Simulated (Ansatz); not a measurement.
# bixbyite In2O3: the defect Ge_In

Level of theory: PBE, PAW (plane waves to 420 eV; Ansatz, a program for electronic structure). A supercell of 80 sites (1×1×1 repeats of a cell of 80 atoms) was used; the energies come from a 2×2×2 Γ-centred sampling of its zone. Site at the start: the In(2) site. Charged cells carry a point-charge image correction with potential alignment at far atoms. Dielectric constants: PBE linear response of the host. Host gap at this level: 0.94 eV. These values are not converged in cell size to better than tenths of an eV. PBE underestimates the host's gap, which shifts levels and can delocalise carriers. Spin–orbit coupling is left out, which matters for these heavy elements. Each state is the lowest found from its start.

Charges with a result: +1, 0, −1. Others weren't obtained, and one of them could lie lower, also by skipping a charge.

```csv
charge,moment (μB),point group,largest move off a lattice site (Å),image correction with alignment (eV)
+1,not spin-polarised,C3i,0.24,0.08
0*,quenched,C3i,0.24,–
−1†,not spin-polarised,–,0.23,0.13
```

* At this level the carrier isn't localised at the defect: at charge 0 electrons occupy the conduction band. Such a state is shallow or no state of the defect, and this cell gives it no level.

† Not settled in this cell, so no level is given: charge −1: carriers not clearly localised, level within 0.1 eV of a band edge or past it.

Point groups are those of the whole cell at tolerances of 0.03 and 0.1 Å ("near" where only the looser one holds); none is given for unsettled states.

Starting moments that weren't kept: charge 0 began with 1 μB and ended with 0.0.

Flagged in the runs: a host whose relaxation on this sampling wasn't shown to rest, host ions not shown at rest.

All states together cost roughly 2.7 core-hours.
